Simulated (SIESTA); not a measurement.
Checking a run of SIESTA on Cd (P6_3/mmc, 2 atoms in the cell). The aim is a self-consistent single point with DFT, GGA PBE, numerical atomic orbitals DZP, PseudoDojo PBE standard norm-conserving potentials (rewritten from UPF to PSML).

Cell that was meant: a = 2.9546 Å, b = 2.9546 Å, c = 5.8783 Å, α = 90.00°, β = 90.00°, γ = 120.00°.

Part of the input:

```
    0   0   6  0.0
%endblock kgrid.MonkhorstPack
OccupationFunction           FD
ElectronicTemperature        2000.0 meV

MaxSCFIterations             150
SCF.Mixer.Method             Broyden
```

Log, with long lists cut:

```
reinit: Reading from file input.fdf

reinit: System Name: Cd
reinit: System Label: cd

   [... lines left out ...]
       -1.477312    2.558779    0.000000
        0.000000    0.000000    5.878278

outcell: Cell vector modules (Ang)   :    2.954624    2.954624    5.878278
outcell: Cell angles (23,13,12) (deg):     90.0000     90.0000    120.0000
outcell: Cell volume (Ang**3)        :     44.4411
new_DM -- step:     1
Initializing Density Matrix...

Attempting to read DM from file... Failed...
DM filled with atomic data:

InitMesh: MESH = 30 x 30 x 72 = 64800
InitMesh: Mesh cutoff (required, used) =   350.000   379.908 Ry

stepf: Fermi-Dirac step function
        iscf     Eharris(eV)        E_KS(eV)     FreeEng(eV)     dDmax    Ef(eV) dHmax(eV)
   scf:    1    -9509.699122    -9529.716267    -9542.283886  2.162869 -1.386470  8.441707
   scf:    2    -9533.259126    -9531.544113    -9543.602069  0.192173 -1.613612  6.347429
   scf:    3    -9536.660761    -9534.532371    -9545.246219  0.440092 -2.220174  0.315565
   scf:    4    -9534.679164    -9534.607143    -9545.249013  0.020946 -2.263081  0.097278
   scf:    5    -9534.683032    -9534.645363    -9545.247515  0.013914 -2.354388  0.239584
   [... 3 lines left out ...]
   scf:    9    -9534.599722    -9534.599829    -9545.249827  0.000103 -2.337639  0.001768
   scf:   10    -9534.599705    -9534.599767    -9545.249827  0.000081 -2.337711  0.001395
   scf:   11    -9534.599634    -9534.599701    -9545.249827  0.000073 -2.337730  0.001108
   scf:   12    -9534.599596    -9534.599648    -9545.249827  0.000055 -2.337762  0.000881
SCF Convergence by DM+H criterion
max |DM_out - DM_in|         :     0.0000548137
max |H_out - H_in|      (eV) :     0.0008814921
SCF cycle converged after 12 iterations

Using DM_out to compute the final energy and forces

siesta: E_KS(eV) =            -9534.5996

siesta: E_KS - E_eggbox =     -9534.5996

siesta: Atomic forces (eV/Ang):
     1    0.000000    0.000000   -0.000000
     2   -0.000000   -0.000000   -0.000000
   Tot    0.000000   -0.000000   -0.000000
   Max    0.000000
   Res    0.000000    sqrt( Sum f_i^2 / 3N )
   Max    0.000000    constrained

Stress tensor Voigt[x,y,z,yz,xz,xy] (kbar):     -206.09     -205.97      -76.47       -0.00        0.00        0.10
(Free)E + p*V (eV/cell)    -9540.7329
Target enthalpy (eV/cell)    -9545.2498

   [... lines left out ...]
siesta: FreeEng =     -9545.249827
   [... lines left out ...]
siesta:     0.000065   -0.128556   -0.000000
siesta:     0.000000   -0.000000   -0.047730

siesta: Cell volume =         44.441133 Ang**3

siesta: Pressure (static):
siesta:                Solid            Molecule  Units
siesta:           0.00110699          0.00110699  Ry/Bohr**3
siesta:           0.10163931          0.10163931  eV/Ang**3
siesta:         162.84412439        162.84412601  kBar
```

**Question.** Can these results be used? Check the input.

**Answer.** The run is not sound. The fault is a smearing width that is far too large. A width of many tenths of an electronvolt moves electrons far across the Fermi level or the gap, and the free energy and its derivatives carry a large smearing term. To fix it, use a width small against the gap or band features. The run converged in 12 iterations without an error; against the sound input the free energy drops by 2.34 eV/atom and the pressure goes from 0.01 to 16.28 GPa.

An input that runs soundly differs in these lines (not the only fix; some lines may just follow from the change or write a value another way):
```diff
-ElectronicTemperature        2000.0 meV
+ElectronicTemperature        50.0 meV
```

With that input, the run converged in 9 iterations: free energy E − TS -9540.5791 eV; Fermi level (on the code's own zero) -2.36 eV; pressure 0.01 GPa (DFT, GGA PBE, numerical atomic orbitals DZP, PseudoDojo PBE standard norm-conserving potentials (rewritten from UPF to PSML)).

On the sound input: the starting cell comes from a database of computed structures (which also holds hypothetical and non-ambient phases and stackings), without a prior relaxation at this level. Its lattice was rescaled by a random factor within 2.5 % of one. Values carry the incompleteness of an atom-centred basis.
